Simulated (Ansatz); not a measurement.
Consider a periodic stack without vacuum, rock-salt ZrN (0 0 1) on rutile TiO2 (0 0 1) (film strained to the substrate, started from cuts of the bulks and a machine-learned relaxation; slabs Ti10O20 and N8Zr8, which can lie off the formulas): substrate slab Ti10O20, film N8Zr8, surface cells [[0, 1], [-1, 0]] and [[0, -1], [2, 1]], film strained by +1.1 and +1.1 %, outermost planes OTi/OTi and NZr/NZr as cut, which need not be the usual terminations and can put a slab off its formula. Its start:

```
CELL_PARAMETERS angstrom
      4.64350     0.00000     0.02637
      0.00000     4.64350    -0.01740
     -1.79066     1.83943    24.85086
ATOMIC_POSITIONS crystal
  Ti 0.07877 0.98233 0.09818
  Ti 0.54515 0.51367 0.04977
  O  0.37994 0.67144 0.10397
  O  0.87569 0.75879 0.03847
  O  0.29922 0.18170 0.03845
  O  0.78632 0.26696 0.09982
  Ti 0.13084 0.91058 0.21794
  Ti 0.61793 0.43296 0.16624
  O  0.43379 0.61305 0.22164
  O  0.90737 0.74635 0.15989
  O  0.30227 0.14133 0.16002
  O  0.82818 0.21829 0.22160
  Ti 0.15890 0.87571 0.33721
  Ti 0.64252 0.38981 0.28510
  O  0.47804 0.57041 0.34190
  O  0.95587 0.69752 0.28041
  O  0.34837 0.09054 0.28076
  O  0.87047 0.17722 0.34168
  Ti 0.21511 0.83507 0.45515
  Ti 0.68886 0.35355 0.40520
  O  0.51962 0.53081 0.46332
  O  0.99760 0.65558 0.40060
  O  0.39432 0.05243 0.40063
  O  0.91636 0.13430 0.46342
  Ti 0.25960 0.79161 0.56918
  Ti 0.74622 0.30546 0.52588
  O  0.56150 0.49693 0.58853
  O  0.03428 0.60769 0.52073
  O  0.44460 0.01780 0.52080
  O  0.97218 0.08608 0.58841
  N  0.34510 0.73145 0.77130
  N  0.84283 0.23288 0.76677
  N  0.81038 0.76182 0.68489
  N  0.30999 0.26164 0.68486
  N  0.42313 0.64302 0.96035
  N  0.90166 0.16947 0.94663
  N  0.88199 0.69719 0.86554
  N  0.37904 0.19369 0.86558
  Zr 0.84521 0.73107 0.77167
  Zr 0.34502 0.23068 0.77160
  Zr 0.31073 0.76260 0.68367
  Zr 0.80003 0.26967 0.66092
  Zr 0.92201 0.66156 0.95798
  Zr 0.40836 0.14798 0.95776
  Zr 0.38127 0.69357 0.86401
  Zr 0.87831 0.19747 0.86143
```

The start was prepared with a machine-learned potential, and the result is one local minimum, with the in-plane cell held and forces under 0.04 eV/Å; the film can end far from its bulk form.

The numbers are results of PBE (plane waves to 420 eV, PAW; Ansatz, an electronic-structure program), not measurements. Spin–orbit coupling is left out; the runs are not spin-polarised; PBE gaps are too small against experiment. Its k-point mesh 6×6×1, Fermi–Dirac width 0.05 eV.

Q: Predict the relaxed interface.

A: 
| Quantity | Value |
|---|---|
| interface area | 21.6 Å² |
| period | 24.94 Å |
| heights between the nearest atoms of the two slabs at the two interfaces | 2.11 and 2.10 Å |
| Ti–Zr contacts across the interfaces within 1.22 times the sum of covalent radii | 8, mean 3.56 Å |
| O–Zr contacts across the interfaces within 1.22 times the sum of covalent radii | 4, mean 2.12 Å |
